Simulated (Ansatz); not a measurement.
KPbI3 (model structure, started from the cubic perovskite type, Pm-3m, No. 221, 5 atoms in the cell), treated with PBE0 (Ansatz, a first-principles code, plane waves, PAW).

Settings: plane-wave cutoff 460 eV, 4×4×4 k mesh, Fermi–Dirac smearing 0.01 eV, scalar-relativistic PAW data made under PBE.

Cell (relaxed with PBEsol):

```
CELL_PARAMETERS angstrom
      6.23083     0.00000     0.00000
      0.00000     6.23083     0.00000
      0.00000     0.00000     6.23083
ATOMIC_POSITIONS crystal
  K  0.00000 0.00000 0.00000
  Pb 0.50000 0.50000 0.50000
  I  0.00000 0.50000 0.50000
  I  0.50000 0.50000 0.00000
  I  0.50000 0.00000 0.50000
```

Estimate the band gap and direct gap at Γ that the calculation returns.


band gap: 2.30 eV (on the SCF k mesh)
direct gap at Γ: 5.46 eV

Note: the relaxation could raise the start's symmetry but not lower it, so the cell can be a saddle point; cell and atoms aren't relaxed at this level (pressure 0.9 GPa).

Spin–orbit coupling is not included; with these elements it can move the gap by several tenths of an eV or more.

Static lattice: no zero-point or thermal effects.

Cost on a shared machine: very roughly 4 core-minutes.

A model structure was made by putting elements into a prototype or built by hand; it is no filed structure, need not be a known phase, and can be a saddle point held by its symmetry.
